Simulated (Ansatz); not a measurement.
Worked example: self-consistent single point of a (100) slab of SnO2 (cut from a parent of space group no. 58; 12 atoms in the cell) in Ansatz (an electronic-structure program).

Method: LDA (PW92), default PAW files made with PBE (plane waves; Ansatz).

```xyz
12
Lattice="4.8812 0.0000 0.0000 0.0000 3.2506 0.0000 0.0000 0.0000 23.2028" Properties=species:S:1:pos:R:3 pbc="T T T"
Sn     2.4406     1.6253     7.9996
Sn     0.0000     0.0000    10.4008
O      1.5671     0.0000     7.0000
O      3.3141     0.0000     8.9992
O      0.8735     1.6253     9.4012
O      4.0076     1.6253    11.4004
Sn     2.4406     1.6253    12.8020
Sn     0.0000     0.0000    15.2032
O      1.5671     0.0000    11.8024
O      3.3141     0.0000    13.8016
O      0.8735     1.6253    14.2036
O      4.0076     1.6253    16.2028
```

Reference input (self-consistent single point, DFT, LDA (PW92), plane waves, default PAW files made with PBE): basis.ecutwfc = 420 eV; kpoints.mp_grid.grid = 3 5 1; hamiltonian.xc = lda; hamiltonian.pseudopotentials = {kind: paw} (the program's default PAW files); scf.occupations.method = fermi_dirac; scf.occupations.width = 0.05 eV. This run's input differs from it in these lines:

Ansatz 0.2 input:
```diff
@@ -20,3 +20,3 @@
 basis:
-  ecutwfc: 420.0
+  ecutwfc: 355.0
 kpoints:
```

The program printed (abridged):

```
SCF iter   1: F=—  HF=-27956.166465 eV  |F-HF|=—  |Δ(HF+E_count)|=         —  Δρ=1.35e-2  dr2=5.53e-1  ethr=1.77e-3  ⟨swp⟩=8.3  Hψ=1830  notcnv=0  defer=1
all-band conjugate gradients solve this SCF's bands
preconditioner: auto → Resta (q_TF=auto, 2.210 Å⁻¹)
SCF iter   2: F=—  HF=-27956.037568 eV  |F-HF|=—  |Δ(HF+E_count)|=   1.29e-1  Δρ=5.61e-3  dr2=8.65e-2  ethr=5.32e-4  ⟨swp⟩=2.5  Hψ=644  notcnv=0  defer=38
   [... lines left out ...]
SCF iter   7: F=—  HF=-27956.016924 eV  |F-HF|=—  |Δ(HF+E_count)|=   1.92e-5  Δρ=2.96e-5  dr2=2.82e-6  ethr=1.32e-7  ⟨swp⟩=2.0  Hψ=475  notcnv=0  defer=38
SCF iter   8: F=—  HF=-27956.016917 eV  |F-HF|=—  |Δ(HF+E_count)|=   7.58e-6  Δρ=1.16e-5  dr2=3.37e-7  ethr=2.71e-9  ⟨swp⟩=2.7  Hψ=656  notcnv=0  defer=38
SCF iter   9: F=—  HF=-27956.016917 eV  |F-HF|=—  |Δ(HF+E_count)|=   9.66e-8  Δρ=7.10e-6  dr2=1.64e-7  ethr=9.62e-11  ⟨swp⟩=17.5  Hψ=2168  notcnv=0
SCF iter  10: F=-27956.016917 eV  HF=-27956.016917 eV  |F-HF|=5.44e-9  |Δ(HF+E_count)|=   3.39e-8  Δρ=1.73e-6  dr2=7.71e-9  ethr=9.62e-11  ⟨swp⟩=5.0  Hψ=1307  notcnv=0
SCF 1 converged in 10 iterations: F = -27956.016917 eV  dr2 = 7.71e-9
Free energy (F): -27956.016917 eV
Internal energy: -27956.016903 eV  (E = F + TS)
E sigma→0 (E₀):  -27956.016910 eV
Entropy (-TS):   -0.000014 eV (-0.001 meV/atom)
Fermi energy:    -0.645211 eV
--- Forces (eV/Å), atoms counted from 1 ---
  atom   1  Sn    -2.56236165     0.00000000    -0.10256007
  atom   2  Sn     0.27480428    -0.00000000     0.05573524
  atom   3  O      1.73015204    -0.00000000     1.00349528
  atom   4  O      0.69482912    -0.00000000    -0.10340844
  atom   5  O     -0.10441167     0.00000000     0.30275383
  atom   6  O     -0.03304412     0.00000000    -0.20074615
  atom   7  Sn     0.27480428    -0.00000000    -0.05573524
  atom   8  Sn    -2.56236165     0.00000000     0.10256007
   [... lines left out ...]
  atom  12  O      1.73015204    -0.00000000    -1.00349528
--- Stress (GPa, compression-positive) ---
       -4.369579       0.000000       0.000000
        0.000000      -9.152631       0.000000
        0.000000       0.000000      -4.050787
  P = ⅓ Tr σ = -5.8577 GPa (-58.577 kbar)
  The stress holds the Pulay correction. Without it, at fixed plane waves, as pw.x and ABINIT print it: P = -8.4549 GPa
```

The run converged in 10 iterations. Against the reference run the free energy goes up by 61.1 meV/atom, the largest force hardly changes (2.556 to 2.564 eV/Å) and the gap on the mesh moves little (1.031 to 1.026 eV).

The starting cell comes from a database of computed structures (which also holds hypothetical and non-ambient phases and stackings), without a prior relaxation at this level. The slab is cut from that crystal, and its faces are unrelaxed. Its lattice was rescaled by up to half a per cent. Spin polarisation is off, though cut faces can carry moments; a gap of a slab can lie between surface states. Forces in this geometry exceed 1 eV/Å. The cutoff lies below the one recommended for these files.
